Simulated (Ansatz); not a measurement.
**BeSe: response to strain**

Take BeSe in the zinc blende structure (space group F-43m, No. 216; a = 5.1289 Å) as the base. Axes: x, y, z lie along the cube axes.

Strains are applied to the cell and any free atomic positions relax; under biaxial strain the out-of-plane vector relaxes too.

Calculations: PBEsol (Ansatz, a program for electronic structure; PAW; 420 eV plane waves; no SOC).

```csv
change,band gap,smallest direct gap,ratio −ε⊥/ε∥
base,2.47 eV,4.28 eV,–
"biaxial strain −2.50 %, plane normal [111], relaxed out of plane",2.24 eV,4.15 eV,0.42
"biaxial strain −1.67 %, plane normal [111], relaxed out of plane",2.33 eV,4.28 eV,0.42
"biaxial strain −0.83 %, plane normal [111], relaxed out of plane",2.40 eV,4.32 eV,0.42
"biaxial strain −0.42 %, plane normal [111], relaxed out of plane",2.43 eV,4.31 eV,–
"biaxial strain +0.42 %, plane normal [111], relaxed out of plane",2.45 eV,4.20 eV,–
"biaxial strain +0.83 %, plane normal [111], relaxed out of plane",2.43 eV,4.12 eV,0.41
"biaxial strain +1.25 %, plane normal [111], relaxed out of plane",2.42 eV,4.03 eV,0.41
"biaxial strain +1.67 %, plane normal [111], relaxed out of plane",2.40 eV,3.94 eV,0.41
"biaxial strain +2.50 %, plane normal [111], relaxed out of plane",2.37 eV,3.76 eV,0.40
```

Whether these cells are dynamically stable was not tested.
